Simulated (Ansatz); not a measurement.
The starting structures come from a database of crystals and need not be the phases stable at ambient conditions.

Tunnelling through a barrier is set by its complex band structure: the current falls as exp(−2κd) with the smallest κ.

Input:

```
Cd2ClP3
1.0
    6.05539     0.00000     0.00000
   -0.72258     6.01212     0.00000
    0.92405     1.04176     7.46562
Cd P Cl
4 6 2
Cartesian
  2.66309   0.92905   2.14084
  3.59377   6.12484   5.32478
  5.19021   3.77808   1.59197
  1.06665   3.27581   5.87365
  3.00187   4.01232   0.25988
  3.25499   3.04156   7.20574
  2.16939   3.07380   3.47293
  4.08747   3.98009   3.99269
  1.57395   4.44043   1.86641
  4.68291   2.61345   5.59922
  5.36413   1.07851   1.86641
  0.89274   5.97537   5.59922
```

Space group of this cell: C2/c. The cell is taken as given.

Transport runs along the normal of the first two printed cell vectors.

The gap is the functional's own. No spin-orbit coupling. Mid-gap values are interpolated on the energy grid.

Problem. Estimate the band gap and the smallest decay constant κ at mid-gap that Ansatz (a quantum-chemistry and plane-wave program) with r2SCAN returns for this system.

Solution. Gap 1.53 eV on a 6×6×4 mesh; κ = 0.199 1/Å, at (0.167, 0.167) of the in-plane reciprocal vectors. At the zone centre, at the nearest computed energy, the slowest state has κ = 0.22 1/Å.
